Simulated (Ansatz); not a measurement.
Method: PBE (plane waves to 420 eV, PAW; Ansatz, a quantum-chemistry and plane-wave program).

Electrostatic potential energy of an electron, averaged over planes parallel to the surface, in eV from the Fermi level, for a constructed model of the (100) surface of fcc Ag, a pseudomorphic layer of In in the host's stacking (bottom of the slab: a bare face, its two planes held):

| z (Å) | V (eV) |
|---|---|
| 3.77 | 4.29 |
| 4.06 | 4.29 |
| 4.35 | 4.28 |
| 4.64 | 4.28 |
| 4.93 | 4.28 |
| 5.22 | 4.27 |
| 5.51 | 4.25 |
| 5.80 | 4.21 |
| 6.09 | 4.13 |
| 6.38 | 3.96 |
| 6.67 | 3.62 |
| 6.96 | 2.88 |
| 7.25 | 1.15 |
| 7.54 | -2.78 |
| 7.83 | -7.06 |
| 8.12 | -9.55 |
| 8.41 | -9.28 |
| 8.70 | -6.45 |
| 8.99 | -2.55 |
| 9.28 | -0.46 |
| 9.57 | -2.82 |
| 9.86 | -6.81 |
| 10.15 | -9.57 |
| 10.44 | -9.72 |
| 10.73 | -7.22 |
| 11.02 | -3.27 |
| 11.31 | -0.57 |
| 11.60 | -2.24 |
| 11.89 | -6.17 |
| 12.18 | -9.25 |
| 12.47 | -9.87 |
| 12.76 | -7.76 |
| 13.05 | -3.91 |
| 13.34 | -0.76 |
| 13.63 | -1.68 |
| 13.92 | -5.48 |
| 14.21 | -8.87 |
| 14.50 | -9.96 |
| 14.79 | -8.31 |
| 15.08 | -4.62 |
| 15.37 | -1.09 |
| 15.66 | -1.14 |
| 15.95 | -4.70 |
| 16.24 | -8.38 |
| 16.53 | -10.00 |
| 16.82 | -8.86 |
| 17.11 | -5.44 |
| 17.40 | -1.65 |
| 17.69 | -0.79 |
| 17.98 | -3.99 |
| 18.27 | -7.85 |
| 18.56 | -9.96 |
| 18.85 | -9.34 |
| 19.14 | -6.22 |
| 19.43 | -2.15 |
| 19.72 | 0.12 |
| 20.01 | -0.78 |
| 20.30 | -4.88 |
| 20.59 | -9.97 |
| 20.88 | -12.93 |
| 21.17 | -12.99 |
| 21.46 | -10.17 |
| 21.75 | -4.99 |
| 22.04 | -0.22 |
| 22.33 | 2.01 |
| 22.62 | 3.08 |
| 22.91 | 3.61 |
| 23.20 | 3.87 |
| 23.49 | 3.99 |
| 23.78 | 4.06 |
| 24.07 | 4.09 |
| 24.36 | 4.10 |
| 24.65 | 4.11 |
| 24.94 | 4.11 |
| 25.23 | 4.11 |
| 25.52 | 4.11 |

Set-up: 7 atoms, 12.5 Å thick at the start; mesh 13x13x1; 0.1 eV smearing; dipole correction on; 2 atoms held, the rest relaxed; symmetry of the start imposed; no spin, no spin-orbit, no U. It is one candidate, not shown to be the stable structure of the face.

The vacuum level lies 4.11 eV above the Fermi level over the top face and 4.29 eV above it under the bottom face.
